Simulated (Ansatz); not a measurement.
The starting structures come from a database of crystals and need not be the phases stable at ambient conditions.

Tunnelling through a barrier is set by its complex band structure: the current falls as exp(−2κd) with the smallest κ.

Here is the system:

```
CELL_PARAMETERS angstrom
      6.04770     0.00000     0.00000
      0.00000     9.22155     0.00000
      3.02385     0.00000     3.02385
ATOMIC_POSITIONS crystal
  Sr 0.00000 0.85253 0.50000
  Sr 0.50000 0.14747 0.50000
  Cu 0.50000 0.50000 0.00000
  Cu 0.00000 0.50000 0.00000
  Te 0.00000 0.32626 0.50000
  Te 0.50000 0.67374 0.50000
  F  0.50000 0.00000 0.00000
  F  0.00000 0.00000 0.00000
```

Space group of this cell: P4/nmm. The cell is taken as given; by r2SCAN its mean pressure is -1.3 GPa.

Transport runs along the normal of the first two printed cell vectors, the (110) plane of the conventional cell.

The gap is the functional's own, uncorrected, and κ follows it; spin-orbit coupling is left out. Mid-gap values are interpolated between the computed energies.

### Question
Compute, with r2SCAN (Ansatz, a program for electronic structure), the band gap and the smallest decay constant κ at mid-gap.

### Answer
Gap 1.82 eV on a 10×4×10 mesh; κ = 0.191 1/Å, at the zone centre.
